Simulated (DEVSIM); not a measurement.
Device: illuminated Si p-on-n cell, one wavelength, with a back-surface field, at 400 K.

Layer 1 from the left is Si, thickness (μm) 0.240, Na (cm⁻³) 7.7e17, τn (s) 4.4e-6, τp (s) 1.4e-6, absorption coefficient (cm⁻¹) 640. Layer 2 from the left is Si, thickness (μm) 140, Nd (cm⁻³) 5.5e16, τn (s) 6.2e-6, τp (s) 6.2e-6, absorption coefficient (cm⁻¹) 640. Layer 3 from the left is Si, thickness (μm) 1.00, Nd (cm⁻³) 3.8e18, τn (s) 6.2e-6, τp (s) 6.2e-6, absorption coefficient (cm⁻¹) 640.

Left contact: ohmic, minority electron recombination velocity 3000 cm/s. Right contact: ohmic, minority hole recombination velocity 10000 cm/s. Voltage is applied to the left contact. Recombination: SRH at mid-gap, radiative, Auger. Gap narrowing is on: ΔEg = 6.92 meV × (l + √(l² + 0.5)), l = ln(N/1.3e17 cm⁻³), shared equally by both band edges. Light enters at the left, 8e16 photons cm⁻² s⁻¹, one pass, no reflection. Mobility is constant in doping.

This is a model device: material constants are rounded textbook-type values typed into the input, and sizes, dopings and lifetimes were drawn at random. Values at 300 K; Nc and Nv go as T^1.5, mobilities as T to minus their exponent, the gap by Varshni's rule with the affinity fixed.

Si: gap (eV) 1.124, affinity (eV) 4.05, permittivity 11.7, Nc (cm⁻³) 2.86e19, Nv (cm⁻³) 3.1e19, μn (cm²/Vs) 1417, μp (cm²/Vs) 470, T exponent of μn 2.3, T exponent of μp 2.2, B (cm³/s) 4.7e-15, Cn (cm⁶/s) 2.8e-31, Cp (cm⁶/s) 9.9e-32, Varshni α (eV/K) 0.000473, Varshni β (K) 636.

Model (solved in DEVSIM): 1D drift-diffusion, Boltzmann statistics, complete ionisation; no tunnelling, impact ionisation, image-force lowering or self-heating.

Dark forward current:

```csv
|V| (V),|J| (A/cm²)
0.05,6.675e-7
0.10,3.169e-6
0.15,1.318e-5
0.20,5.448e-5
0.25,0.0002276
0.30,0.0009592
0.35,0.004063
0.40,0.01725
0.45,0.07306
0.50,0.3049
0.55,1.205
0.60,4.172
0.65,12.15
0.70,31.10
0.75,72.33
0.80,151.3
0.85,282.3
0.90,473.8
0.95,727.4
1.00,1040
1.05,1408
1.10,1825
1.15,2286
```

### Question
Work out the local ideality factor n = ΔV / (kT/q · ln(J2/J1)) between the rows 0.15 and 0.20 V, 0.35 and 0.40 V, 1.10 and 1.15 V.

### Answer
kT/q = 34.47 mV. From 0.15 to 0.20 V: ln(5.448e-5/1.318e-5) = 1.419, n = 1.02, near the 1 of diffusion or emission over a barrier. From 0.35 to 0.40 V: ln(0.01725/0.004063) = 1.446, n = 1.00, near the 1 of diffusion or emission over a barrier. From 1.10 to 1.15 V: ln(2286/1825) = 0.225, n = 6.44.

### Question
What current could the absorbed light give at most, and what share is collected?

### Answer
Σ αd = 9.04, so qΦ(1 − exp(−Σ αd)) = 12.8 mA/cm². The simulated short-circuit current is 10.65 mA/cm², a share of 0.83.

### Question
Estimate the open-circuit voltage by superposition: the voltage at which the dark current equals that short-circuit current.

### Answer
Interpolating ln J in the table gives 0.383 V. The simulation gives 0.383 V, the same within the digits that matter. Superposition holds where collection doesn't change with voltage.

### Question
Estimate the fill factor from FF0 = (v − ln(v + 0.72))/(v + 1), v = qVoc/(nkT), with n from the dark curve.

### Answer
The rows about Voc, 0.35 and 0.40 V, give n = 1.00, so v = 11.1 and FF0 = 0.713. The simulation gives 0.712, the same within the digits that matter.
